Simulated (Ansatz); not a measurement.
C (R-3m), r2SCAN, rigid bands (Ansatz, a program for electronic structure): Condition of this run: uniaxial stress along [111] of -55 GPa (compression positive) (the target of the relaxation). band gap 4.13 eV, N_c = 7.16e19 cm⁻³ and N_v = 2.88e19 cm⁻³ at 300 K, conductivity masses of 0.411 mₑ (electrons) and 0.453 mₑ (holes). Take k_BT = 0.02585 eV.

### Question
A film of it is 3 nm thick. Estimate the confinement energies in an infinite well.

### Answer
ħ²π²/(2m t²) = 0.376 eV·nm²/(m/mₑ × t²) gives 102 meV for electrons and 92.2 meV for holes, so the gap would widen to about 4.32 eV. Finite barriers and nonparabolic bands lower this, and with several valleys or bands the heaviest mass along the normal sets the lowest level, not this average.

### Question
Find the intrinsic carrier density and the intrinsic Fermi level.

### Answer
n_i = √(N_c N_v) exp(−E_g/2k_BT) = 4.54e19 × exp(−79.88) = 9.3e-16 cm⁻³. The level lies (k_BT/2) ln(N_v/N_c) = -12 meV from mid-gap (positive towards the conduction band). Each 0.1 eV added to the gap lowers n_i by a factor of 6.9.

### Question
What built-in voltage has an abrupt junction with N_A = 1e17 and N_D = 1e18 cm⁻³, all dopants ionised?

### Answer
V_bi = E_g/e − (k_BT/e) ln(N_c N_v/(N_A N_D)) = 4.13 − 0.02585 × 9.93 = 3.87 V. It follows the computed gap one for one.

Rigid, parabolic bands with the computed gap; masses take one relaxation time for all states. Spin-orbit coupling is left out. Geometry: cell and atoms relaxed with PBEsol.
